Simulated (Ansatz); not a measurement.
The reference is CuI in the zinc blende structure (space group F-43m, No. 216; a = 5.939 Å). Axes: x, y, z lie along the cube axes.

Calculations: PBEsol (Ansatz, a quantum-chemistry and plane-wave program; PAW; 420 eV plane waves; no SOC).

For the base:

```
Property                            Result
---------------------  -------------------
Electron mass               0.14 mₑ (at Γ)
Valence-band top at Γ  0.00, 0.00, 0.00 eV
Band gap                           1.17 eV
```

The change: tensile biaxial strain of 1.67 % in the plane normal to [111], as in epitaxy on a mismatched substrate; the out-of-plane cell vector and the atoms relax.

**Question.** How does this affect the electron mass?

**Answer.** The electron mass becomes 0.15 mₑ out of plane, 0.14 mₑ in plane (at Γ) (base: 0.14 mₑ (at Γ)).

**Question.** What does the calculation give for the out-of-plane strain after the change?

**Answer.** The out-of-plane strain amounts to -1.32 %.

**Question.** What does the calculation give for the valence-band top at Γ after the change?

**Answer.** The valence-band top at Γ (three highest levels, from the VBM) goes from 0.00, 0.00, 0.00 eV to 0.00, -0.04, -0.04 eV.

**Question.** What happens to the band gap?

**Answer.** The band gap shrinks by 0.087 eV (1.17 eV → 1.09 eV).

With I present, leaving out spin-orbit coupling can change the band edges. Masses are band curvatures over ±0.01 Å⁻¹ around the edge. Whether these cells are dynamically stable was not tested. The final runs are not spin-polarised.
